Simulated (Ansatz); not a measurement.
The starting structures come from a database of crystals and need not be the phases stable at ambient conditions.

The decay constant κ of evanescent states in the gap governs leakage through a thin film.

Here is the system:

```
RhSbSe
1.0
    6.26145     0.00000     0.00000
    0.00000     6.26145     0.00000
    0.00000     0.00000     6.26145
Sb Rh Se
4 4 4
Direct
  0.12276   0.62276   0.12276
  0.37724   0.37724   0.62276
  0.62276   0.87724   0.87724
  0.87724   0.12276   0.37724
  0.49494   0.99494   0.49494
  0.00506   0.00506   0.99494
  0.99494   0.50506   0.50506
  0.50506   0.49494   0.00506
  0.87808   0.37808   0.87808
  0.62192   0.62192   0.37808
  0.37808   0.12192   0.12192
  0.12192   0.87808   0.62192
```

The cell is taken as given; by r2SCAN it stands under a pressure of -2.3 GPa.

Transport runs along the normal of the first two printed cell vectors, the (001) plane of the conventional cell.

The gap is the functional's own. No spin-orbit coupling. Mid-gap values are those at the computed energy nearest the middle.

Problem. Predict the band gap and the smallest decay constant κ at mid-gap from r2SCAN (Ansatz, an electronic-structure program).

Solution. Gap 0.86 eV on a 6×6×6 mesh; κ = 0.143 1/Å, at (0.000, 0.333) of the in-plane reciprocal vectors. At the zone centre the slowest state has κ = 0.20 1/Å.
